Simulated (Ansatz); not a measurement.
W (Im-3m): band-structure transport figures

Input:

```xyz
1
Lattice="-1.5772 1.5772 1.5772 1.5772 -1.5772 1.5772 1.5772 1.5772 -1.5772" Properties=species:S:1:pos:R:3 pbc="T T T"
W      0.0000     0.0000     0.0000
```

Computed with PBEsol, rigid bands (plane waves, PAW, scalar-relativistic; Ansatz, a program for electronic structure). How the cell was made: cell and atoms relaxed with PBEsol.

| Quantity | Value |
|---|---|
| density of states at the Fermi level | 0.440 states/(eV·cell), both spins |
| bare Sommerfeld coefficient | 1.04 mJ/(mol of atoms·K²) |
| Drude plasma energy | 7.8 eV |
| root-mean-square Fermi velocity | 9.1e5 m/s |
| resistivity times τ | 8.0 ×10⁻²² Ω·m·s |

A metal at this level (no band gap); rigid bands, thermally averaged at 300 K, both spins. Spin-orbit coupling is left out, which matters with elements this heavy. τ is one relaxation time for all states.
